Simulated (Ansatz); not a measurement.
# Ansatz run on NaMgF₃ (P4mm, 5 atoms in the cell): self-consistent single point

Method: PBEsol, default PAW files made with PBE (plane waves; Ansatz, a quantum-chemistry and plane-wave program).

Input:

Ansatz 0.2 input:
```yaml
# NaMgF3
crystal:
  lattice:
    - [3.96269300, 0.00000000, 0.00000000]
    - [0.00000000, 3.96269300, 0.00000000]
    - [0.00000000, 0.00000000, 3.96269300]
  atoms:
    - { symbol: Na, position: [0.00000000, 0.00000000, 0.01261800] }
    - { symbol: Mg, position: [0.50000000, 0.50000000, 0.50000000] }
    - { symbol: F, position: [0.50000000, 0.50000000, 0.00000000] }
    - { symbol: F, position: [0.00000000, 0.50000000, 0.50000000] }
    - { symbol: F, position: [0.50000000, 0.00000000, 0.50000000] }
basis:
  ecutwfc: 420.0 eV
kpoints:
  mp_grid: { grid: [6, 6, 6] }
hamiltonian:
  xc: pbesol
  pseudopotentials: { kind: paw }
scf:
  occupations: { method: fermi_dirac, width: 0.01 eV }
output:
  forces: true
  eigenvalues: true
  stress: true
```

The program printed (abridged):

```
WARN ansatz: RAYON_NUM_THREADS=1 ignored (pool sized by the plan → 1); use --threads N
Pseudopotentials: kind: paw
Pseudopotential: Na, paw, valence charge 9
Pseudopotential: Mg, paw, valence charge 10
Pseudopotential: F, paw, valence charge 7
Crystal: 5 atoms, lattice volume = 62.226 Å³
Basis set: ecut = 420 eV, 1213 PW (Γ), exchange–correlation on 54×54×54 points (8 copies of the dense FFT grid, shifted against one another)
Bands: 25, of which v1, the nominal top of the filled ones, is band 20 counted from 1 (19 counted from 0)
Symmetry: 8 space group operations
Space group: P4mm (ITA 99), of the structure as read, at distance tolerance 4.0e-5 Å
k-points: 40 of 216 (time reversal used)
PAW frozen core: Na, regenerated for the run's functional, and the local potential with it
PAW frozen core: Mg, regenerated for the run's functional, and the local potential with it
PAW frozen core: F, regenerated for the run's functional, and the local potential with it
Initial density: superposition of atomic densities (neutral atoms: chi_scale 0, normalization atom), corrected by the library's trained network
Initial wavefunctions: pseudopotential atomic-orbital guess
Eigensolver: davidson
Functional: x = pbesol(κ = 0.804, μ = 0.12345679012345678), c = pbesol(β = 0.046)
SCF iter   1: F=—  HF=-5796.799828 eV  |F-HF|=—  |Δ(HF+E_count)|=         —  Δρ=1.30e-2  dr2=6.46e-2  ethr=1.77e-3  ⟨swp⟩=6.2  Hψ=4448  notcnv=0
all-band conjugate gradients solve this SCF's bands
preconditioner: auto → Resta (q_TF=auto, 2.535 Å⁻¹)
SCF iter   2: F=—  HF=-5796.779997 eV  |F-HF|=—  |Δ(HF+E_count)|=   1.98e-2  Δρ=2.30e-3  dr2=9.93e-4  ethr=1.61e-4  ⟨swp⟩=2.1  Hψ=1955  notcnv=0  defer=38
SCF iter   3: F=—  HF=-5796.779663 eV  |F-HF|=—  |Δ(HF+E_count)|=   3.34e-4  Δρ=6.63e-4  dr2=1.54e-4  ethr=2.48e-6  ⟨swp⟩=2.0  Hψ=1695  notcnv=0  defer=40
SCF iter   4: F=—  HF=-5796.779700 eV  |F-HF|=—  |Δ(HF+E_count)|=   3.75e-5  Δρ=1.81e-4  dr2=1.04e-5  ethr=3.85e-7  ⟨swp⟩=2.0  Hψ=1819  notcnv=0  defer=40
SCF iter   5: F=—  HF=-5796.779632 eV  |F-HF|=—  |Δ(HF+E_count)|=   6.81e-5  Δρ=3.54e-5  dr2=4.57e-7  ethr=2.61e-8  ⟨swp⟩=2.0  Hψ=1770  notcnv=0  defer=40
SCF iter   6: F=-5796.779632 eV  HF=-5796.779632 eV  |F-HF|=5.52e-8  |Δ(HF+E_count)|=   1.26e-7  Δρ=1.29e-5  dr2=7.89e-8  ethr=2.50e-10  ⟨swp⟩=7.8  Hψ=4227  notcnv=0
SCF 1 converged in 6 iterations: F = -5796.779632 eV  dr2 = 7.89e-8
SCF converged after 6 iterations
Free energy (F): -5796.779632 eV
Harris-Foulkes:  -5796.779632 eV  (|F-HF|=5.52e-8)
Internal energy: -5796.779632 eV  (E = F + TS)
E sigma→0 (E₀):  -5796.779632 eV
Fermi energy:    4.281394 eV
--- Per-component energies (eV) ---
  E_band       = -668.072668
  E_kinetic    = 818.813407
  E_local      = -4518.245320  (includes V_loc(G=0)·N_el)
  E_nonlocal   = 432.582737
  E_hartree    = 1627.613756
  E_xc         = -304.919423
  E_vxc        = -393.615025  (∫ρ·V_xc dr)
  E_paw        = -1115.633200  (= ΣΔE_a)
  E_vpaw       = -262.845524  (= ΣTr[D̂ρ^β])
  E_aug_tail   = 0.006043  (compensation charges beyond the density's cutoff)
  E_ewald      = -2737.238518
  E_core_change = 0.240884  (= ΣΔE_core)
  E_smearing   = -0.000000  (= −TS)
  E_closure    = 0.000000  (closes the sum)
  Σ components = -5796.779632   (vs F -5796.779632, Δ=0.00e0)
--- Forces (eV/Å), atoms counted from 1 ---
  atom   1  Na     0.00000000     0.00000000    -0.00099399
  atom   2  Mg     0.00000000     0.00000000     0.04716647
  atom   3  F     -0.00000000     0.00000000     0.02138191
  atom   4  F     -0.00000000     0.00000000    -0.03377775
  atom   5  F      0.00000000     0.00000000    -0.03377775
  max |Σ_I F_I| component: 1.11e-6 eV/Å
--- Stress (GPa, compression-positive) ---
       -2.844421       0.000000      -0.000000
        0.000000      -2.844421       0.000000
       -0.000000       0.000000      -2.844864
  P = ⅓ Tr σ = -2.8446 GPa (-28.446 kbar)
  The stress holds the Pulay correction. Without it, at fixed plane waves, as pw.x and ABINIT print it: P = -3.4364 GPa
--- Band table (eV; the first three rows and the last of 40) ---
  k-point 0: bands = ["-68.8720", "-46.6504", "-35.8303", "-35.8303", "-35.8302", "-18.7633", "-18.7185", "-18.7185", "-18.7141", "-18.0076", "-18.0056", "-1.2531", "-1.2531", "-1.2520", "0.7330", "0.7337", "0.7337", "0.9272", "0.9272", "0.9275", [...]
  k-point 1: bands = ["-68.8720", "-46.6503", "-35.8322", "-35.8303", "-35.8303", "-18.8150", "-18.7182", "-18.7182", "-18.6210", "-18.0320", "-18.0056", "-1.2111", "-1.1853", "-1.1853", "0.6502", "0.6713", "0.6713", "0.6828", "0.8899", "0.8899", [...]
  k-point 2: bands = ["-68.8720", "-46.6501", "-35.8363", "-35.8302", "-35.8302", "-18.8569", "-18.7175", "-18.7175", "-18.4697", "-18.1111", "-18.0015", "-1.0576", "-1.0245", "-1.0245", "0.0700", "0.4776", "0.4776", "0.5861", "0.8603", "0.8603", [...]
  k-point 39: bands = ["-68.8718", "-46.6495", "-35.8380", "-35.8380", "-35.8379", "-18.7277", "-18.7277", "-18.7271", "-18.1706", "-18.1706", "-18.1688", "-2.5991", "-0.8356", "-0.8336", "-0.8336", "0.2226", "0.2240", "1.3656", "1.3675", "1.3675", [...]
```

The run converged in 6 iterations.

The starting cell comes from a database of computed structures (which also holds hypothetical and non-ambient phases and stackings), without a prior relaxation at this level. Its lattice was rescaled by up to half a per cent. One atom was moved a little off its site on purpose. Ansatz's pressure includes its estimate of the finite-basis (Pulay) stress. Without the estimate this run gives -3.44 GPa.
